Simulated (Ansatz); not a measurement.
The reference is TiN in the rock salt structure (space group Fm-3m, No. 225; a = 4.204 Å; relaxed with 0.1 eV smearing). Axes: x, y, z lie along the cube axes.

The values are results of PBEsol (Ansatz, an electronic-structure program, PAW, scalar-relativistic without spin-orbit coupling), earlier PAW set, not measurements.

Strains are applied to the cell and any free atomic positions relax; under biaxial strain the out-of-plane vector relaxes too.

One change was made to it. Results:

```tsv
quantity	base	after
pressure (mean of the normal stresses, compression positive)	0.0 GPa	-1.1 GPa
shortest interatomic distance	2.102 Å	2.095 Å
```

Question: Name the change that was made.
A. strain tensor (xx, yy, zz, yz, xz, xy) = (+0.31, −0.33, +0.40, −0.90, +0.17, −0.27) %
B. strain tensor (xx, yy, zz, yz, xz, xy) = (−1.62, +1.87, +1.63, +0.05, −0.31, +0.26) %
C. uniaxial strain ε_yy = +3.85 %
D. biaxial strain −0.29 %, plane normal [111], relaxed out of plane

Answer: A, strain tensor (xx, yy, zz, yz, xz, xy) = (+0.31, −0.33, +0.40, −0.90, +0.17, −0.27) %. For comparison, the pressure in the other runs: strain tensor (xx, yy, zz, yz, xz, xy) = (−1.62, +1.87, +1.63, +0.05, −0.31, +0.26) % gives -4.5 GPa; biaxial strain −0.29 %, plane normal [111], relaxed out of plane gives 1.1 GPa; uniaxial strain ε_yy = +3.85 % gives -9.6 GPa.

Stability against distortions was not tested. The final runs are not spin-polarised. An odd electron count without spin: TiN.
